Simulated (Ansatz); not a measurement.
The reference is Ge in the diamond structure (space group Fd-3m, No. 227; a = 5.6762 Å). Axes: x, y, z lie along the cube axes.

Computed with plane-wave PAW DFT at the PBEsol level (Ansatz, a first-principles code, 420 eV), no spin-orbit coupling.

Strains are applied to the cell and any free atomic positions relax.

One change was made to it. Results:

The energy grows by 1.8 meV/atom; the band gap remains zero; the pressure (mean of the normal stresses, compression positive) goes from zero to 1.0 GPa.

Problem. What was done to the base?
(A) uniaxial strain ε_zz = −1.50 %
(B) uniaxial strain ε_zz = +3.00 %
(C) uniaxial strain ε_zz = −0.50 %
(D) uniaxial strain ε_zz = +2.50 %

Solution. A, uniaxial strain ε_zz = −1.50 %. For comparison, the energy relative to the base in the other runs: uniaxial strain ε_zz = +2.50 % gives +5.0 meV/atom; uniaxial strain ε_zz = +3.00 % gives +7.1 meV/atom; uniaxial strain ε_zz = −0.50 % gives +0.2 meV/atom.

Stability against distortions was not tested. Gaps under 0.05 eV, about the width of the smearing, are given as zero. The zero or small gap of Ge can change with the level of theory.
